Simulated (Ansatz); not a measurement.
The parent structure is Ag in the fcc (Cu type) structure (space group Fm-3m, No. 225; a = 4.0538 Å; relaxed with 0.1 eV smearing).

Method: Kohn–Sham DFT with the PBEsol functional, run in Ansatz (a first-principles code) with PAW and 420 eV plane waves, spin-orbit coupling left out.

For the base:

The pressure comes out as 0.0 GPa.

Modification: every lattice vector is stretched by 3.79 %; the atoms relax in the strained cell.

**Question.** Estimate the effect on the energy relative to the base and pressure.

**Answer.** The energy goes up by 67 meV/atom; the pressure goes from zero to -9.6 GPa.

Stability against distortions was not tested.
